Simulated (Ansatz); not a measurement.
**BaZrO3: transverse stress against strain**

BaZrO3 (cubic perovskite, Pm-3m, 14.614 Å³/atom at rest, cube axes along x, y and z) under a strain ε along a cube axis (axis z), the other axes held. PBEsol in Ansatz, a plane-wave DFT program (PAW, default set), 420 eV, 8×8×8 Γ-centred mesh, Fermi-Dirac smearing 0.05 eV; ions are relaxed within the symmetry of each cell. Stress is positive for a compressed cell.

Here s stands for strain and y for stress xx.

| strain (%) | stress xx (GPa) |
|---|---|
| -1.20 | 1.02 |
| -0.60 | 0.50 |
| 0.00 | -0.01 |
| 0.60 | -0.49 |
| 1.20 | -0.97 |
| 3.00 | ? |

**Question.** Fit y against s with a straight line, and predict the withheld value at s = 3.00.

**Answer.** Means: s 0, y 0.010. About the means, the sum of products is -2.9820 and the sum of squares of s is 3.6000; the slope is their ratio. Least squares gives y = 0.010 - 0.8283·s. Residuals (row less fit): 0.016, -0.007, -0.020, -0.003, 0.014; standard error 0.017 (degrees of freedom: 3). The slope gives the elastic constant C12 = 83 ± 0.9 GPa. At the withheld row, y = 0.010 - 0.8283 × 3.0 = -2.475 GPa. The calculation gives -2.31 GPa, 0.165 GPa above the prediction (5.0 % of the range of y in the table). The row lies outside the fitted rows, so this is an extrapolation. From the scatter of the fitted rows alone, a prediction at this place has a standard error of 0.034 GPa, so the miss is 4.9 times that.

One order more, fitted to all 11 runs of the series, follows each within 0.01, so the miss is the next term of a smooth law. The primitive cell can neither tilt nor turn polar against its symmetry, as such crystals can under strain. Rows are the converged runs of the series near zero and its far end; series whose fitted rows scatter by over a few per cent of the range, as at a crossing or softening among them, aren't shown in this form. Most that stay on the fit to the last digits aren't either.
